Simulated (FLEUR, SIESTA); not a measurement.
A FLEUR input for a self-consistent single point of NbAs (I4_1md, 4 atoms in the cell) (DFT, LDA (Perdew-Zunger), all-electron FLAPW (FLEUR), scalar-relativistic valence):

Input of the input generator:

```
NbAs FLAPW
&input film=f /
-3.2285668483 3.2285668483 10.9993172043
3.2285668483 -3.2285668483 10.9993172043
3.2285668483 3.2285668483 -10.9993172043
1.0
1.0 1.0 1.0

4
41 0.7497200000 0.7497200000 -0.0000000000
41 0.4997200000 0.9997200000 0.5000000000
33 0.1672800000 0.1672800000 -0.0000000000
33 0.9172800000 0.4172800000 0.5000000000

&comp jspins=1 /
&exco xctyp='pz' /
&kpt div1=8 div2=8 div3=8 gamma=t /
&end /
```

```xml
<?xml version="1.0" encoding="UTF-8" standalone="no"?>
<fleurInput fleurInputVersion="0.39">
   <comment>
      NbAs FLAPW                                                                                          
   </comment>
   <calculationSetup>
      <cutoffs Kmax="3.4" Gmax="10.2" GmaxXC="10.2" numbands="0"/>
      <scfLoop itmax="80" minDistance="0.00001" maxIterBroyd="25" imix="Anderson" alpha="0.05" precondParam="0.0" spinf="2.0"/>
      <coreElectrons ctail="T" frcor="F" kcrel="0" coretail_lmax="0"/>
      <xcFunctional name="pz" relativisticCorrections="F"/>
      <magnetism jspins="1"/>
      <soc l_soc="F" theta="0.0" phi="0.0" spav="F"/>
      <expertModes spex="0" secvar="F"/>
      <geometryOptimization l_f="T" forcealpha="1.0" forcemix="BFGS" epsdisp="0.00001" epsforce="0.00001"/>
      <ldaU l_linMix="F" mixParam="0.05" spinf="1.0"/>
   </calculationSetup>
   <cell>
      <bzIntegration valenceElectrons="56.0" mode="gauss" fermiSmearingEnergy="0.00367493">
         <kPointListSelection listName="default-1"/>
         <!-- k-points included here -->
         <xi:include xmlns:xi="http://www.w3.org/2001/XInclude" href="kpts.xml"> </xi:include>
      </bzIntegration>
      <!-- symmetry operations included here -->
      <xi:include xmlns:xi="http://www.w3.org/2001/XInclude" href="sym.xml"> </xi:include>
      <bulkLattice scale="1.0">
         <bravaisMatrix>
            <row-1>   -3.2285668482999998     3.2285668482999998    10.9993172043000005</row-1>
            <row-2>    3.2285668482999998    -3.2285668482999998    10.9993172043000005</row-2>
            <row-3>    3.2285668482999998     3.2285668482999998   -10.9993172043000005</row-3>
         </bravaisMatrix>
      </bulkLattice>
   </cell>
   <atomSpecies>
      <species name="Niobium (Nb)" element="Nb" atomicNumber="41">
         <mtSphere radius="2.29" gridPoints="791" logIncrement="0.016"/>
         <atomicCutoffs lmax="8" lnonsphr="6"/>
         <electronConfig flipSpins="F">
            <coreConfig>(1s1/2) (2s1/2) (2p1/2) (2p3/2) (3s1/2) (3p1/2) (3p3/2) (3d3/2) (3d5/2)</coreConfig>
            <valenceConfig>(4s1/2) (4p1/2) (4p3/2) (5s1/2) (4d3/2) (4d5/2)</valenceConfig>
            <stateOccupation state="(5s1/2)" spinUp="0.5" spinDown="0.5"/>
            <stateOccupation state="(4d3/2)" spinUp="0.8" spinDown="0.8"/>
            <stateOccupation state="(4d5/2)" spinUp="1.2" spinDown="1.2"/>
         </electronConfig>
         <energyParameters s="5" p="5" d="4" f="4"/>
         <lo type="SCLO" l="0" n="4" eDeriv="0"/>
         <lo type="SCLO" l="1" n="4" eDeriv="0"/>
      </species>
      <species name="Arsenic (As)" element="As" atomicNumber="33">
         <mtSphere radius="2.29" gridPoints="791" logIncrement="0.016"/>
         <atomicCutoffs lmax="8" lnonsphr="6"/>
         <electronConfig flipSpins="F">
            <coreConfig>(1s1/2) (2s1/2) (2p1/2) (2p3/2) (3s1/2) (3p1/2) (3p3/2)</coreConfig>
            <valenceConfig>(4s1/2) (3d3/2) (3d5/2) (4p1/2) (4p3/2)</valenceConfig>
            <stateOccupation state="(4p1/2)" spinUp="0.5" spinDown="0.5"/>
            <stateOccupation state="(4p3/2)" spinUp="1.0" spinDown="1.0"/>
         </electronConfig>
         <energyParameters s="4" p="4" d="3" f="4"/>
      </species>
   </atomSpecies>
   <atomGroups>
      <atomGroup species="Niobium (Nb)">
         <relPos label="                   1">-.2502800000 -.2502800000 .0000000000</relPos>
         <relPos label="                   2">.4997200000 -.0002800000 1.000/2.000</relPos>
         <force calculate="T" relaxXYZ="TTT"/>
      </atomGroup>
      <atomGroup species="Arsenic (As)">
         <relPos label="                   3">.1672800000 .1672800000 .0000000000</relPos>
         <relPos label="                   4">-.0827200000 .4172800000 1.000/2.000</relPos>
         <force calculate="T" relaxXYZ="TTT"/>
      </atomGroup>
   </atomGroups>
   <output dos="F" band="F" slice="F">
      <checks vchk="F" cdinf="F"/>
      <bandDOS minEnergy="-.5*Htr" maxEnergy="0.5*Htr" sigma="0.015" storeEVData="T"/>
      <vacuumDOS vacdos="F" integ="F" star="F" nstars="0" locx1="0.0" locy1="0.0" locx2="0.0" locy2="0.0" nstm="0" tworkf="0.0"/>
      <unfoldingBand unfoldBand="F" supercellX="1" supercellY="1" supercellZ="1"/>
      <plotting iplot="0" polar="F">
         <plot TwoD="T" vec1="  1.0  0.0  0.0" vec2="  0.0  1.0  0.0" vec3="  0.0  0.0  1.0" zero="  0.0  0.0  0.0" file="plot"/>
      </plotting>
      <chargeDensitySlicing numkpt="0" minEigenval="0.0" maxEigenval="0.0" nnne="0" pallst="F"/>
      <specialOutput eonly="F"/>
      <magneticCircularDichroism mcd="F" energyLo="-10.0" energyUp="0.0"/>
   </output>
  <!-- We include the file relax.xml here to enable relaxations (see documentation) -->
  <xi:include xmlns:xi="http://www.w3.org/2001/XInclude" href="relax.xml"> <xi:fallback/> </xi:include>
</fleurInput>
```

Problem. Write the same calculation as an input for SIESTA.

Solution. One input that does it (others would too):

```
# files in the folder: Nb.psml As.psml (PseudoDojo LDA standard)
SystemName  NbAs
SystemLabel siesta

NumberOfAtoms                4
NumberOfSpecies              2
%block ChemicalSpeciesLabel
  1 41 Nb
  2 33 As
%endblock ChemicalSpeciesLabel
LatticeConstant              1.0 Ang
%block LatticeVectors
    -1.708484000    1.708484000    5.820588000
     1.708484000   -1.708484000    5.820588000
     1.708484000    1.708484000   -5.820588000
%endblock LatticeVectors
AtomicCoordinatesFormat      Ang
%block AtomicCoordinatesAndAtomicSpecies
    -0.000000000    0.000000000    8.727622471  1
     1.708484000    0.000000000    5.817328471  1
     0.000000000   -0.000000000    1.947335921  2
     0.000000000    1.708484000    4.857629921  2
%endblock AtomicCoordinatesAndAtomicSpecies

XC.functional                LDA
XC.authors                   PW92
PAO.BasisSize                DZP
PAO.EnergyShift              0.01 Ry
MeshCutoff                   300 Ry
%block kgrid.MonkhorstPack
    8   0   0  0.0
    0   8   0  0.0
    0   0   8  0.0
%endblock kgrid.MonkhorstPack
OccupationFunction           MP
OccupationMPOrder            0
ElectronicTemperature        0.1 eV

MaxSCFIterations             150
SCF.Mixer.Method             Pulay
SCF.Mixer.Weight             0.1
SCF.Mixer.History            6
SCF.DM.Tolerance             1.0E-05
Diag.ParallelOverK           true
WriteForces                  true
Charge.Mulliken              end
```

Basis, cutoffs, solver keys and any potentials are the target program's own. This input uses DFT, LDA PW92, numerical atomic orbitals DZP, PseudoDojo LDA standard norm-conserving potentials (rewritten from UPF to PSML). LDA parametrisations can differ slightly between programs.

The starting cell comes from a database of computed structures (which also holds hypothetical and non-ambient phases and stackings), without a prior relaxation at this level. Its lattice was rescaled by a random factor within 2.5 % of one.
